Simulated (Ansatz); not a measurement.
**Pressure series in BaTiO3**

The parent structure is BaTiO3 (space group P4mm, No. 99; a = 3.9851 Å, c = 4.2043 Å).

Cell and atoms are relaxed at each pressure.

All numbers come from PBE (Ansatz, an electronic-structure program, PAW, no spin-orbit coupling), earlier PAW set.

**Question.** Only one of these has a direct gap. Which?
(A) pressure 9 GPa
(B) pressure 4.2 GPa
(C) pressure 60 GPa
(D) pressure 1.8 GPa

**Answer.** C, pressure 60 GPa. Computed: pressure 9 GPa: indirect, A → Γ; pressure 60 GPa: direct at Γ; pressure 4.2 GPa: indirect, A → Γ; pressure 1.8 GPa: indirect, A → Γ

Load acts through the strain it causes; cell and atoms are relaxed under it. Whether these cells are dynamically stable was not tested. Competing high-pressure phases were not computed. The final runs are not spin-polarised. Along this pressure series the structure jumps between pressure 9 GPa and pressure 18 GPa; cells beyond that are another form of it. k-point labels follow each cell's own Brillouin zone.
